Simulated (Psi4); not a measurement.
Psi4 1.11, HF/def2-svp: Si(Me)(OEt)2(H) (CCO[SiH](C)OCC), 22 atoms. The geometry is a generated start, not checked to be a minimum at this level.

```
Item                                  Value
--------------------------  ---------------
task                                 energy
method                                  scf
basis                              def2-svp
memory                                 3 GB
maxiter                                 100
keys of the molecule block      symmetry c1
scf_type                       df (default)
e_convergence               1e-06 (default)
d_convergence               1e-06 (default)
basis functions                         186
```

```xyz
22

Si     0.1151    -1.2697     0.5148
C     -0.5899    -2.5890    -0.6441
O     -0.9608    -0.1696     1.0514
C     -1.8339     0.6706     0.3418
C     -2.5698     1.5768     1.3186
O      1.3077    -0.6400    -0.3961
C      2.1669     0.4244    -0.0844
C      2.7690     0.9866    -1.3644
H      0.5494    -1.7349     1.8255
H     -1.0514    -2.1509    -1.5257
H     -1.3468    -3.1715    -0.1302
H      0.1800    -3.2726    -0.9838
H     -1.2668     1.2729    -0.3800
H     -2.5525     0.0599    -0.2185
H     -3.1334     0.9743     2.0254
H     -3.2519     2.2297     0.7803
H     -1.8579     2.1823     1.8729
H      1.6185     1.2050     0.4556
H      2.9610     0.0536     0.5753
H      1.9879     1.3994    -1.9982
H      3.4861     1.7691    -1.1259
H      3.2735     0.1938    -1.9103
```

With the defaults (damping_percentage = 0, diis_max_vecs = 10, scf_initial_accelerator = adiis, level_shift = 0, level_shift_cutoff = 0.01, guess = auto, which took SAD) it converges in 7 SCF iterations. One run each on 2 threads, with these changes:
- diis_max_vecs = 20
- guess = sadno
- scf_initial_accelerator = ediis
- guess = sap
- damping_percentage = 60
- guess = gwh
- level_shift = 0.5, level_shift_cutoff = 0.001
- guess = core
- diis_max_vecs = 3

Q: Which of these changes keep the SCF from converging, or lead it to another solution?

A: No convergence: damping_percentage = 60 (the run ends without SCF convergence in 100 iterations). The rest reach the solution of the defaults.

```
setting                                        SCF iterations             end
---------------------------------------------  --------------  --------------
the defaults                                                7   same solution
scf_initial_accelerator = ediis                             7   same solution
diis_max_vecs = 20                                          7   same solution
level_shift = 0.5, level_shift_cutoff = 0.001               8   same solution
diis_max_vecs = 3                                           9   same solution
guess = sap                                                 9   same solution
guess = sadno                                               9   same solution
guess = gwh                                                13   same solution
guess = core                                               15   same solution
damping_percentage = 60                                   100  no convergence
```
